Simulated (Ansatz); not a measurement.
Consider Ga₂O₃ (space group C2/m, No. 12; a = 12.256 Å, b = 3.039 Å, c = 5.808 Å, α = 90.00°, β = 103.81°, γ = 90.00°).

Level of theory: r2SCAN, PAW, 500 eV (Ansatz, a first-principles code; spin-orbit coupling left out).

One change was made to it. Results:

The smallest direct gap rises by 0.20 eV to 3.25 eV; the volume per atom falls by 0.247 Å³ (10.50 Å³ → 10.26 Å³); the band gap goes up by 0.194 eV to 3.22 eV.

Q: Name the change that was made.
A. pressure 2.1 GPa
B. pressure 4.5 GPa
C. pressure 0.9 GPa
D. pressure −2 GPa
E. pressure 9 GPa

A: B, pressure 4.5 GPa. For comparison, the band gap in the other runs: pressure 2.1 GPa gives 3.11 eV; pressure 9 GPa gives 3.40 eV; pressure 0.9 GPa gives 3.06 eV; pressure −2 GPa gives 2.93 eV.

Load acts through the strain it causes; cell and atoms are relaxed under it. Whether these cells are dynamically stable was not tested. No other phases were tried under pressure.
